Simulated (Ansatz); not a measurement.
Worked example: self-consistent single point of ScGa₃ (P4mm, 4 atoms in the cell) in Ansatz (an electronic-structure program).

Level of theory: PBEsol, harder PAW files (source: ansatz) made with PBE (plane waves; Ansatz).

The change in words: lattice scaled by 0.98; basis.ecutwfc: 420 eV → 1530 eV; hamiltonian.pseudopotentials: {kind: paw} (the program's default PAW files) → {kind: paw, source: ansatz}. Reference geometry:
```
ScGa3
1.0
    4.06135     0.00000     0.00000
    0.00000     4.06135     0.00000
    0.00000     0.00000     4.06135
Sc Ga
1 3
Direct
  0.00000   0.00000   0.01231
  0.50000   0.50000   0.00000
  0.00000   0.50000   0.50000
  0.50000   0.00000   0.50000
```

Reference input (self-consistent single point, DFT, PBEsol, plane waves, default PAW files made with PBE): basis.ecutwfc = 420 eV; kpoints.mp_grid.grid = 7 7 7; hamiltonian.xc = pbesol; hamiltonian.pseudopotentials = {kind: paw} (the program's default PAW files); scf.occupations.method = gaussian; scf.occupations.width = 0.1 eV. This run's input differs from it in these lines:

Ansatz 0.2 input:
```diff
@@ -3,5 +3,5 @@
   lattice:
-    - [4.061351, 0.000000, 0.000000]
-    - [0.000000, 4.061351, 0.000000]
-    - [0.000000, 0.000000, 4.061351]
+    - [3.980124, 0.000000, 0.000000]
+    - [0.000000, 3.980124, 0.000000]
+    - [0.000000, 0.000000, 3.980124]
   atoms:
@@ -12,3 +12,3 @@
 basis:
-  ecutwfc: 420.0 eV
+  ecutwfc: 1530.0 eV
 kpoints:
@@ -17,3 +17,3 @@
   xc: pbesol
-  pseudopotentials: { kind: paw }
+  pseudopotentials: { kind: paw, source: ansatz }
 scf:
```

Output (repeated stretches shortened):

```
SCF iter   1: F=—  HF=-27237.728436 eV  |F-HF|=—  |Δ(HF+E_count)|=         —  Δρ=8.92e-2  dr2=6.77e0  ethr=3.10e-3  ⟨swp⟩=5.3  Hψ=6374  notcnv=0
all-band conjugate gradients solve this SCF's bands
preconditioner: auto → Resta (q_TF=auto, 2.802 Å⁻¹)
SCF iter   2: F=—  HF=-27236.266050 eV  |F-HF|=—  |Δ(HF+E_count)|=    1.46e0  Δρ=4.19e-2  dr2=4.33e-1  ethr=3.10e-3  ⟨swp⟩=4.0  Hψ=3794  notcnv=0  defer=82
   [... lines left out ...]
SCF iter   6: F=—  HF=-27236.082219 eV  |F-HF|=—  |Δ(HF+E_count)|=   6.44e-4  Δρ=4.22e-4  dr2=1.36e-4  ethr=4.63e-6  ⟨swp⟩=2.0  Hψ=1949  notcnv=0  defer=82
SCF iter   7: F=—  HF=-27236.082177 eV  |F-HF|=—  |Δ(HF+E_count)|=   4.21e-5  Δρ=7.81e-5  dr2=5.26e-6  ethr=1.84e-7  ⟨swp⟩=2.1  Hψ=2337  notcnv=0  defer=82
SCF iter   8: F=—  HF=-27236.082444 eV  |F-HF|=—  |Δ(HF+E_count)|=   2.68e-4  Δρ=2.43e-5  dr2=5.37e-7  ethr=7.11e-9  ⟨swp⟩=2.0  Hψ=2774  notcnv=0  defer=82
SCF iter   9: F=-27236.082444 eV  HF=-27236.082444 eV  |F-HF|=1.47e-9  |Δ(HF+E_count)|=   1.00e-7  Δρ=3.38e-6  dr2=4.26e-9  ethr=1.35e-10  ⟨swp⟩=12.2  Hψ=9143  notcnv=0
SCF 1 converged in 9 iterations: F = -27236.082444 eV  dr2 = 4.26e-9
Free energy (F): -27236.082444 eV
Internal energy: -27236.069560 eV  (E = F + TS)
E sigma→0 (E₀):  -27236.076002 eV
Entropy (-TS):   -0.012885 eV (-3.221 meV/atom)
Fermi energy:    14.502645 eV
--- Forces (eV/Å), atoms counted from 1 ---
  atom   1  Sc    -0.00000000     0.00000000    -0.46027529
  atom   2  Ga     0.00000000     0.00000000    -0.00980247
  atom   3  Ga     0.00000000     0.00000000     0.23503233
  atom   4  Ga     0.00000000     0.00000000     0.23503233
--- Stress (GPa, compression-positive) ---
        4.485467       0.000000      -0.000000
        0.000000       4.485467       0.000000
       -0.000000       0.000000       4.517225
  P = ⅓ Tr σ = 4.4961 GPa (44.961 kbar)
  The stress holds the Pulay correction. Without it, at fixed plane waves, as pw.x and ABINIT print it: P = 4.4926 GPa
```

The run converged in 9 iterations. Against the reference run the pressure goes from -0.92 to 4.50 GPa and the largest force goes from 0.377 to 0.460 eV/Å.

The starting cell comes from a database of computed structures (which also holds hypothetical and non-ambient phases and stackings), without a prior relaxation at this level. Its lattice was rescaled by up to half a per cent. One atom was moved a little off its site on purpose. For this run, on top of that: lattice scaled by 0.98. Ansatz's pressure includes its estimate of the finite-basis (Pulay) stress.

Cost on one core of a shared machine: roughly 70 s.
